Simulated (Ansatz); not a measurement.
Candidates (primitive cells; geometry: cell and atoms relaxed with PBEsol):
A. TiO2 (P4_2/mnm), a = b = 4.5912 Å, c = 2.9390 Å, α = β = γ = 90.00°
B. SnO$_{2}$ (P4_2/mnm), a = 4.769 Å, b = 4.769 Å, c = 3.212 Å, α = 90.00°, β = 90.00°, γ = 90.00°
C. MgF2 (P4_2/mnm), a = b = 4.639 Å, c = 3.062 Å, α = β = γ = 90.00°

### Question
Rank these by hole conductivity mass (lowest first), as PBEsol, rigid bands run with Ansatz (a program for electronic structure) gives it.

### Answer
B (1.55 mₑ), A (2.2 mₑ), C (3.3 mₑ)

Masses are for dilute carriers at 300 K, harmonic means over directions unless an axis is named. Spin-orbit coupling is left out.
